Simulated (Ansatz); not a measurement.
Abridged Ansatz (a quantum-chemistry and plane-wave program) output:

```
Pseudopotential: Cs, paw, valence charge 9
Crystal: 1 atoms, lattice volume = 123.554 Å³
Basis set: ecut = 500 eV, 3103 PW (Γ), exchange–correlation on 160×160×160 points (64 copies of the dense FFT grid, shifted against one another)
Bands: 9, of which v1, the nominal top of the filled ones, is band 5 counted from 1 (4 counted from 0)
Symmetry: 48 space group operations
k-points: 56 of 1331
Functional: x = r2scan, c = r2scan; τ floored in thin density (d = 2e-4 eV/Å³)
SCF iter   1: F=—  HF=-5685.928259 eV  |F-HF|=—  |Δ(HF+E_count)|=         —  Δρ=2.06e-3  dr2=5.09e-3  dr2_τ=1.54e-4  ethr=1.77e-3  ⟨swp⟩=6.1  Hψ=4323  notcnv=0
SCF iter   2: F=—  HF=-5685.929671 eV  |F-HF|=—  |Δ(HF+E_count)|=   1.41e-3  Δρ=1.07e-3  dr2=1.31e-3  dr2_τ=9.21e-5  ethr=5.66e-5  ⟨swp⟩=2.0  Hψ=1449  notcnv=0
SCF 1 converged in 8 iterations: F = -5685.930443 eV  dr2 = 8.55e-12
SCF converged after 8 iterations
Free energy (F): -5685.930443 eV
Internal energy: -5685.921817 eV  (E = F + TS)
E sigma→0 (E₀):  -5685.926130 eV
Entropy (-TS):   -0.008626 eV (-8.626 meV/atom)
Fermi energy:    2.035394 eV
--- Forces (eV/Å), atoms counted from 1 ---
  atom   1  Cs     0.00000000    -0.00000000     0.00000000
--- Stress (GPa, compression-positive) ---
       -0.006777       0.000000       0.000000
        0.000000      -0.006777      -0.000000
        0.000000      -0.000000      -0.006777
  P = ⅓ Tr σ = -0.0068 GPa (-0.068 kbar)
```

### Question
What was computed, and what are the main results?

### Answer
Cs, 1 atom in the cell, with Ansatz r2SCAN, spin-orbit coupling left out. The last SCF converged to F = -5685.930443 eV, or -5685.9304 eV per atom, at a pressure of -0.01 GPa. The total energy compares only with runs of the same code, potentials and settings.

Stability against distortions was not tested. All final runs are without spin polarisation. The cell is Cs in the bcc (W type) structure (space group Im-3m, No. 229).
